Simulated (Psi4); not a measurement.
Psi4 1.11, PBE0/def2-tzvp: Ta(O)(Cl)2(NH2) ([NH2][Ta](=[O])([Cl])[Cl]), 7 atoms. The geometry is a generated start, not checked to be a minimum at this level.

| Property | Value |
|---|---|
| task | energy |
| method | pbe0 |
| basis | def2-tzvp |
| memory | 3 GB |
| maxiter | 100 |
| keys of the molecule block | symmetry c1 |
| scf_type | df (default) |
| guess | auto, which took SAD (default) |
| scf_initial_accelerator | adiis (default) |
| e_convergence | 1e-06 (default) |
| d_convergence | 1e-06 (default) |
| dft_radial_points | 75 (default) |
| dft_spherical_points | 302 (default) |
| effective core potentials | those of the basis set, past Kr |
| basis functions | 188 |
| grid points | 151373 |

```xyz
7

Ta     0.3876     0.5445    -0.0781
O      1.9070     0.0411    -0.6727
Cl     0.6858     1.7921     1.7346
Cl    -0.4637     2.0308    -1.4979
N     -0.6432    -1.1165     0.1286
H     -0.3035    -2.0362    -0.1367
H     -1.5701    -1.2559     0.5222
```

Charge 0 and multiplicity 1 are set for this test and not shown to be the ground state.

One run each on 2 threads. Values of diis_max_vecs tried: 3, 6, 10 (default), 20.

Question: How does the count of SCF iterations change with diis_max_vecs, and where is it least?

Answer: Fewest SCF iterations, within one of each other: 6 with 11, 10 (default) with 10, 20 with 10. The count rises to 22 at 3. All converge to one solution.

```
diis_max_vecs  SCF iterations            end
-------------  --------------  -------------
3                          22  same solution
6                          11  same solution
10 (default)               10  same solution
20                         10  same solution
```
